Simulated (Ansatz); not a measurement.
Consider PbTe in the rock salt structure (space group Fm-3m, No. 225; a = 6.380 Å). Axes: x, y, z lie along the cube axes.

All numbers come from LDA/PAW in Ansatz (an electronic-structure program), no spin-orbit coupling.

Strains are applied to the cell and any free atomic positions relax; under biaxial strain the out-of-plane vector relaxes too.

One change was made to it. Results:

The shortest interatomic distance falls by 0.004 Å, from 3.190 Å to 3.186 Å; the band gap shrinks by 0.07 eV to 0.50 eV; the pressure (mean of the normal stresses, compression positive) goes from zero to 0.19 GPa.

Task: Which change produced these results?
A) biaxial strain +1.67 %, plane normal [111], relaxed out of plane
B) biaxial strain −2.50 %, plane normal [111], relaxed out of plane
C) biaxial strain −0.42 %, plane normal [111], relaxed out of plane
D) biaxial strain −1.67 %, plane normal [111], relaxed out of plane

Result: C, biaxial strain −0.42 %, plane normal [111], relaxed out of plane. For comparison, the band gap in the other runs: biaxial strain −1.67 %, plane normal [111], relaxed out of plane gives 0.26 eV; biaxial strain −2.50 %, plane normal [111], relaxed out of plane gives 0.08 eV; biaxial strain +1.67 %, plane normal [111], relaxed out of plane gives 0.37 eV.

Spin-orbit coupling, missing from the scalar runs, can matter with Pb and Te. No phonon test of stability was made. The zero or small gap of PbTe under biaxial strain −1.67 %, plane normal [111], relaxed out of plane and PbTe under biaxial strain −2.50 %, plane normal [111], relaxed out of plane can change with the level of theory.
